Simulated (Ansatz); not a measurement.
## The (510) surface of germanium, 2 pairs of surface atoms bonded, no caps (bottom of the slab: built like the top, H on every dangling bond, free)

The numbers are results of PBE (plane waves to 420 eV, PAW; Ansatz, an electronic-structure program), not measurements.

Model: 44-atom slab, 11.4 Å thick at the start with caps and adatoms (thin: gaps and levels are the slab's own), 5x2x1 mesh, Fermi-Dirac 0.025 eV, dipole correction, 6 atoms held, the rest relaxed; start symmetry kept, larger cells not searched; no spin (in PBE a spin-polarised start ends no clearly lower), no spin-orbit, no U. The slab shows no gap over 0.04 eV on its mesh. It is one candidate, not shown to be the stable structure of the face.

```yaml
work_function_of_the_top_face: 4.68 eV
energy_released_by_relaxation: 1.55 eV
cost: very roughly 40 core-minutes
```
